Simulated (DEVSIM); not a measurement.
System: Schottky contact on n-type Ge, at 300 K.

Layer 1 from the left is Ge, thickness (μm) 1.50, Nd (cm⁻³) 4.4e15, τn (s) 0.00011, τp (s) 0.00011.

Left contact: Schottky, work function 4.21 eV, emission velocity 5.9e6 cm/s. Right contact: ohmic. Voltage is applied to the left contact. Recombination: SRH at mid-gap. Mobility is μmin + (μ − μmin)/(1 + (N/Nref)^α).

This is a model device: material constants are rounded textbook-type values typed into the input, and sizes, dopings and lifetimes were drawn at random. Values at 300 K.

Ge: gap (eV) 0.664, affinity (eV) 4, permittivity 16, Nc (cm⁻³) 1.04e19, Nv (cm⁻³) 6e18, μn (cm²/Vs) 3900, μp (cm²/Vs) 1900, μn,min 150, μp,min 100, Nref,n 2.6e17, Nref,p 4e17, αn 0.56, αp 0.6.

DEVSIM, 1D drift-diffusion, Boltzmann statistics, complete ionisation; no tunnelling, impact ionisation, image-force lowering or self-heating. Metal contacts follow the ideal Schottky-Mott rule: no Fermi-level pinning, no interface dipoles.

Q: What does the simulation give for the potential step across the device at zero bias, the largest field in the device at zero bias?

A: potential step across the device at zero bias 0.009 V; largest field in the device at zero bias 1200 V/cm.
